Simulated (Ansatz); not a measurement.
## Mo3Ge, pressure series

Start from Mo₃Ge in the A15 (Cr3Si type) structure (space group Pm-3n, No. 223; a = 4.908 Å; a cell from a computed database, its experimental status unchecked).

Cell and atoms are relaxed at each pressure.

Method: PBEsol/PAW in Ansatz (an electronic-structure program), without spin-orbit coupling.

Notes on the quantities. enthalpy: H = E + PV relative to the base's energy.

```
variant               density       enthalpy  shortest interatomic distance
----------------  -----------  -------------  -----------------------------
base              10.13 g/cm³              –                        2.454 Å
pressure 0.3 GPa  10.14 g/cm³  +0.03 eV/atom                        2.453 Å
pressure 0.7 GPa  10.15 g/cm³  +0.06 eV/atom                        2.452 Å
pressure 1.5 GPa  10.18 g/cm³  +0.14 eV/atom                        2.449 Å
pressure 3 GPa    10.24 g/cm³  +0.28 eV/atom                        2.445 Å
pressure 5 GPa    10.32 g/cm³  +0.46 eV/atom                        2.439 Å
pressure 7.5 GPa            …  +0.68 eV/atom                              …
```

### Question
What belongs in the blanks?

### Answer

- pressure 7.5 GPa, density: 10.41 g/cm³
- pressure 7.5 GPa, shortest interatomic distance: 2.432 Å

Load acts through the strain it causes; cell and atoms are relaxed under it. No phonon test of stability was made. No other phases were tried under pressure. The final runs are not spin-polarised.
